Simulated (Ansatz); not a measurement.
Consider PbS in the rock salt structure (space group Fm-3m, No. 225; a = 5.9750 Å). Axes: x, y, z lie along the cube axes.

All numbers come from plane-wave PAW DFT at the r2SCAN level (Ansatz, a quantum-chemistry and plane-wave program, 500 eV), without spin-orbit coupling, earlier PAW set.

A first run, uniaxial strain ε_yy = −0.50 %, gives secant values C11 ≈ 140 GPa and C12 ≈ 18 GPa from its stress. A second run applies isotropic strain +1.77 %.

**Question.** What does linear elasticity predict for the bulk modulus −ΔP/(ΔV/V₀) in the second run, and what does the run give?

**Answer.** Linear elasticity: (C11 + 2 C12)/3 = 59 GPa. The run gives 50 GPa; any difference comes from nonlinear terms at these strains and numerical noise.

Stability against distortions was not tested.
